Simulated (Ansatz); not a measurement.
Troubleshooting Ansatz (an electronic-structure program): a failed run on YInAu (P-62m, 9 atoms in the cell). The aim is a self-consistent single point with DFT, LDA (PW92), plane waves, default PAW files made with PBE.

Cell that was meant: a = 7.6910 Å, b = 7.6910 Å, c = 3.9070 Å, α = 90.00°, β = 90.00°, γ = 120.00°.

Part of the input:

```yaml
    - [-3.84550000, 6.66060100, 0.00000000]
    - [0.00000000, 0.00000000, 3.90700000]
  atoms:
    - { element: Au, position: [0.33333300, 0.66666700, 0.00000000] }
    - { symbol: Au, position: [0.66666700, 0.33333300, 0.00000000] }
    - { symbol: Y, position: [0.58505000, 0.00000000, 0.50000000] }
    - { symbol: Y, position: [0.41495000, 0.41495000, 0.50000000] }
```

The program printed (abridged):

```
Error: YAML parse error: error: line 7 column 9: unknown field `element`, expected one of symbol, position, position_ang, spin, spin_axis, wyckoff
 --> <input>:7:9
  |
5 |     - [0.00000000, 0.00000000, 3.90700000]
6 |   atoms:
7 |     - { element: Au, position: [0.33333300, 0.66666700, 0.00000000] }
  |         ^ unknown field `element`, expected one of symbol, position, position_ang, spin, spin_axis, wyckoff
8 |     - { symbol: Au, position: [0.66666700, 0.33333300, 0.00000000] }
9 |     - { symbol: Y, position: [0.58505000, 0.00000000, 0.50000000] }
  |
```

### Question
Read the log: what does the program object to, and what is the fix?

### Answer
The program does not know the word element. To fix it, write symbol. The program stopped before any SCF iteration.

The sound input it was made from differs as follows (other fixes are possible):
```diff
-    - { element: Au, position: [0.33333300, 0.66666700, 0.00000000] }
+    - { symbol: Au, position: [0.33333300, 0.66666700, 0.00000000] }
```

With that input, the run converged in 7 iterations: free energy E − TS (on the zero of these files) -66210.5691 eV; Fermi level (on the code's own zero) 14.09 eV; pressure -2.51 GPa; largest force (vector length) 0.914 eV/Å (DFT, LDA (PW92), plane waves, default PAW files made with PBE).

On the sound input: the starting cell comes from a database of published, mostly measured structures (it also holds non-ambient and calculated ones), without a prior relaxation at this level. Ansatz's pressure includes its estimate of the finite-basis (Pulay) stress.
